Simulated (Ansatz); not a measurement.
Worked calculations on one periodic cell of amorphous Si24O51Sc2: Si24O51Sc2, 77 atoms, volume 1152.2 Å³, made by a melt-quench on the CHGNet potential and relaxed with DFT. O atoms were pushed apart under 1.9 Å during the dynamics, to hinder bonds among them. It is a model cell: composition and starting density were chosen by hand, and all elements were melted together. Method: PBE, scalar-relativistic without spin-orbit coupling (plane waves to 420 eV, PAW; Ansatz, an electronic-structure program). Sampling: a 2×2×2 Γ-centred mesh; Fermi-Dirac width 0.02 eV; no spin polarisation. Its volume was held where the quench left it, its shape was free, and it stands at a mean pressure of -2.0 GPa with stress components up to 2.0 GPa; the relaxation ran on the zone centre alone. Its density went from a set 2.28 to 2.28 g/cm³. The cell is small and was quenched far faster than a real film, so it is one sample of the glass.

Count formal charges (Si +4, O -2, Sc +3). What does the count lead one to expect at the Fermi level, and what does the calculation give?

24 × (+4) + 51 × (-2) + 2 × (+3) = 0. The charges balance, so the anion-derived valence states can be full and a gap can open. On this mesh the highest filled and lowest empty level lie 3.11 eV apart; localised defect or tail levels set that (at the zone centre the more localised edge state sits most on one Sc atom with neighbours O 1.96 Å, O 1.98 Å, O 2.10 Å, O 2.41 Å, O 2.53 Å, Sc 3.19 Å), and the nearest spread-out levels lie 5.1 eV apart.

Four energies for an added electron at PBE on the zone centre alone (charged cells in a uniform background, spin-polarised): neutral at the neutral geometry -48552.560 eV; charged at the neutral geometry -48546.537 eV; charged and relaxed -48547.150 eV; neutral at the charged geometry -48551.911 eV.

Find the two relaxation energies and their sum, the reorganisation energy.

On charging: -48546.537 − (-48547.150) = 0.613 eV. On discharging: -48551.911 − (-48552.560) = 0.649 eV. The sum is 1.262 eV. The carrier's level spreads over 2 of the 77 atoms' worth, so it counts as localised, most on one Sc atom with neighbours O 1.96 Å, O 1.98 Å, O 2.10 Å, O 2.41 Å, O 2.53 Å, Sc 3.19 Å (neutral geometry). The values are uncorrected: the image energy of a point charge in this cell, 2.84 × 14.40 / (2 × 10.5) = 1.9 eV before screening, is screened by electrons alone at the fixed geometry and by ions too after relaxing, and the carrier can be spread before it relaxes, so each term can be off by up to that value times 1/ε∞, some tenths of an eV. PBE's self-interaction favours spread-out carriers, so a hybrid can localise more.

Four energies for a hole at PBE on the zone centre alone (charged cells in a uniform background, spin-polarised): neutral at the neutral geometry -48552.560 eV; charged at the neutral geometry -48554.359 eV; charged and relaxed -48554.771 eV; neutral at the charged geometry -48551.675 eV.

Find the two relaxation energies and their sum, the reorganisation energy.

On charging: -48554.359 − (-48554.771) = 0.412 eV. On discharging: -48551.675 − (-48552.560) = 0.885 eV. The sum is 1.297 eV. The carrier's level spreads over 4 of the 77 atoms' worth, so it counts as localised, most on one O atom with neighbours Si 1.58 Å, Si 1.73 Å (neutral geometry). The values are uncorrected: the image energy of a point charge in this cell, 2.84 × 14.40 / (2 × 10.5) = 1.9 eV before screening, is screened by electrons alone at the fixed geometry and by ions too after relaxing, and the carrier can be spread before it relaxes, so each term can be off by up to that value times 1/ε∞, some tenths of an eV. PBE's self-interaction favours spread-out carriers, so a hybrid can localise more.
